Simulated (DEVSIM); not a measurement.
Structure: abrupt GaAs p-n junction, at 300 K.

```
layer (left to right)  material  thickness (μm)  Nd (cm⁻³)  Na (cm⁻³)  τn (s)  τp (s)
---------------------  --------  --------------  ---------  ---------  ------  ------
1                          GaAs           0.230          -     2.8e17  7.4e-9  7.4e-9
2                          GaAs             120     1.7e16          -  7.4e-9  7.4e-9
```

Left contact: ohmic. Right contact: ohmic. Voltage is applied to the left contact. Recombination: SRH at mid-gap, radiative. Mobility is μmin + (μ − μmin)/(1 + (N/Nref)^α).

The device is made up for the run: typed textbook-type constants, with dimensions and the other settings drawn at random. Values at 300 K.

```
parameter        GaAs
-------------  ------
gap (eV)        1.424
affinity (eV)    4.07
permittivity     12.9
Nc (cm⁻³)      4.7e17
Nv (cm⁻³)        9e18
μn (cm²/Vs)      8500
μp (cm²/Vs)       400
μn,min            500
μp,min             20
Nref,n           6e16
Nref,p         1.5e17
αn               0.39
αp               0.38
B (cm³/s)       2e-10
```

Model (solved in DEVSIM): 1D drift-diffusion, Boltzmann statistics, complete ionisation; no tunnelling, impact ionisation, image-force lowering or self-heating.

Tabulate band edges, carrier densities and field at 1.05 V on the left contact.

Energies count from the Fermi level of the right contact; mesh points crowd at the junctions.

| x (μm) | Ec (eV) | Ev (eV) | n (cm⁻³) | p (cm⁻³) | field (V/cm) |
|---|---|---|---|---|---|
| 0.000 | 0.284 | -1.140 | < 1e2 | 2.8e17 | ≈ 0 |
| 0.02950 | 0.284 | -1.140 | 9.0e11 | 2.8e17 | ≈ 0 |
| 0.08736 | 0.284 | -1.140 | 2.7e12 | 2.8e17 | ≈ 0 |
| 0.1677 | 0.284 | -1.140 | 5.1e12 | 2.8e17 | -26 |
| 0.2228 | 0.268 | -1.156 | 1.3e13 | 1.5e17 | -18000 |
| 0.2485 | 0.198 | -1.226 | 1.9e14 | 1.0e16 | -22000 |
| 0.3061 | 0.114 | -1.310 | 4.9e15 | 3.9e14 | -8300 |
| 0.5199 | 0.082 | -1.342 | 1.7e16 | 1.0e14 | -17 |
| 0.9456 | 0.082 | -1.342 | 1.7e16 | 8.5e13 | ≈ 0 |
| 1.948 | 0.082 | -1.342 | 1.7e16 | 5.5e13 | ≈ 0 |
| 4.311 | 0.082 | -1.342 | 1.7e16 | 2.0e13 | ≈ 0 |
| 12.56 | 0.082 | -1.342 | 1.7e16 | 5.6e11 | ≈ 0 |
| 29.31 | 0.083 | -1.341 | 1.7e16 | 4.0e8 | ≈ 0 |
| 67.15 | 0.084 | -1.340 | 1.7e16 | < 1e2 | ≈ 0 |
| 103.3 | 0.085 | -1.339 | 1.7e16 | < 1e2 | ≈ 0 |
| 113.1 | 0.086 | -1.338 | 1.7e16 | < 1e2 | ≈ 0 |
| 117.2 | 0.086 | -1.338 | 1.7e16 | < 1e2 | ≈ 0 |
| 119.0 | 0.086 | -1.338 | 1.7e16 | < 1e2 | ≈ 0 |
| 119.8 | 0.086 | -1.338 | 1.7e16 | < 1e2 | ≈ 0 |
| 120.1 | 0.086 | -1.338 | 1.7e16 | < 1e2 | ≈ 0 |
| 120.2 | 0.086 | -1.338 | 1.7e16 | < 1e2 | ≈ 0 |
| 120.2 | 0.086 | -1.338 | 1.7e16 | < 1e2 | ≈ 0 |
